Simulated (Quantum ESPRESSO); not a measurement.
# Quick settings and what they miss: Rb (Im-3m, 1 atom in the cell)

Self-consistent single point.

```
CELL_PARAMETERS angstrom
     -2.78262     2.78262     2.78262
      2.78262    -2.78262     2.78262
      2.78262     2.78262    -2.78262
ATOMIC_POSITIONS crystal
  Rb 0.00000 0.00000 0.00000
```

Method of the run: PBE, PseudoDojo stringent norm-conserving (PBE) pseudopotentials (plane waves; Quantum ESPRESSO 7.5).

Base settings: ecutwfc = 50 Ry; occupations = smearing; smearing = gauss; degauss = 0.0073499 Ry; potentials = {Rb: Rb.upf}; K_POINTS = automatic 7 7 7 0 0 0; conv_thr = 1e-10 Ry; mixing_beta = 0.7.

Tight run (finer mesh or higher cutoff; not a proven limit): ecutwfc: 50 Ry → 70 Ry; conv_thr: 1e-10 Ry → 7.3e-11 Ry; K_POINTS: automatic 7 7 7 0 0 0 → automatic 10 10 10 0 0 0. It gave Fermi level (on the code's own zero) 2.22 eV; pressure 0.18 GPa.

Quick runs, as changes from the base:
- A: the base itself
- B: ecutwfc: 50 Ry → 27 Ry; degauss: 0.0073499 Ry → 0.0147 Ry; conv_thr: 1e-10 Ry → 7.3e-05 Ry; K_POINTS: automatic 7 7 7 0 0 0 → automatic 1 1 1 0 0 0; potentials: PseudoDojo standard norm-conserving (LDA) [LDA (PW92)]
- C: ecutwfc: 50 Ry → 40 Ry; K_POINTS: automatic 7 7 7 0 0 0 → automatic 2 2 2 0 0 0
- D: ecutwfc: 50 Ry → 22 Ry; K_POINTS: automatic 7 7 7 0 0 0 → automatic 2 2 2 0 0 0; potentials: PseudoDojo standard norm-conserving (LDA) [LDA (PW92)]
- E: ecutwfc: 50 Ry → 25 Ry; K_POINTS: automatic 7 7 7 0 0 0 → automatic 4 4 4 0 0 0
- F: ecutwfc: 50 Ry → 40 Ry; K_POINTS: automatic 7 7 7 0 0 0 → automatic 6 6 6 0 0 0

Energies are extrapolated to zero smearing width, which holds to low order in the width alone (under cold and Methfessel-Paxton smearing the free energy itself is taken).

Dashes: energy of B, D, another energy zero.

† marks runs with another functional, U, potentials or spin treatment: their distance from the tight run is not a convergence error alone.

The count of work is k-points × plane waves × bands × iterations; it is no time. 

The starting cell has typed, rounded lattice constants, without a prior relaxation at this level. Its lattice was rescaled by a random factor within 2.5 % of one.

| run | energy less tight (meV/atom) | pressure less tight (GPa) | count of work / tight |
|---|---|---|---|
| A | -5.0 | -0.02 | 0.26 |
| B† | – | -4.27 | 0.0017 |
| C | 398.2 | -0.53 | 0.032 |
| D† | – | -9.76 | 0.013 |
| E | 1006.3 | -6.25 | 0.037 |
| F | 27.6 | -0.23 | 0.15 |

Among the runs at the tight run's level, the energy misses run from 5.0 to 1006.3 meV/atom.
